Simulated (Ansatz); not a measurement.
The reference is Au in the fcc (Cu type) structure (space group Fm-3m, No. 225; a = 4.083 Å). Axes: x, y, z lie along the cube axes.

Now apply this change: tensile biaxial strain of 1.07 % in the plane normal to [111], as in epitaxy on a mismatched substrate; the out-of-plane cell vector and the atoms relax.

Levels (all Ansatz, an electronic-structure program, PAW): PBEsol (420 eV, no spin-orbit coupling); PBEsol+SOC (420 eV, spin-orbit coupling included).

The geometry is relaxed with PBEsol.

| Property | Value |
|---|---|
| PBEsol pressure | -1.2 GPa |

Q: How does going to PBEsol+SOC change the pressure?

A: The pressure shrinks by 1.46 GPa to -2.6 GPa.

Single points use the geometry relaxed with PBEsol. The spin-orbit shifts are approximate. Without a gap, meshes like the base's 20×20×20 leave anisotropic stresses uncertain by several tenths of a GPa, and small strain energies with them. Whether these cells are dynamically stable was not tested.
